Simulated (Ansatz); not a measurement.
C11b WSi2, treated with r²SCAN+SOC (plane waves, PAW; Ansatz, a first-principles code).

Settings: plane-wave cutoff 600 eV, 24×24×24 k mesh, Fermi–Dirac smearing 0.05 eV, PAW data made under PBE.

Starting structure:

```
WSi2
1.0
   -1.60500     1.60500     3.91500
    1.60500    -1.60500     3.91500
    1.60500     1.60500    -3.91500
Si W
2 1
Direct
  0.66500   0.66500   0.00000
  0.33500   0.33500   0.00000
  0.00000   0.00000   0.00000
```

Into what structure does the relaxation of cell and atoms lead at this level, with the symmetry of the start kept?

The volume shrinks by 0.3 %; final space group I4/mmm.
```
WSi2
1.0
   -1.60562     1.60562     3.90071
    1.60562    -1.60562     3.90071
    1.60562     1.60562    -3.90071
Si W
2 1
Cartesian
  0.00000   0.00000   5.18962
  0.00000   0.00000   2.61181
  0.00000   0.00000   0.00000
```
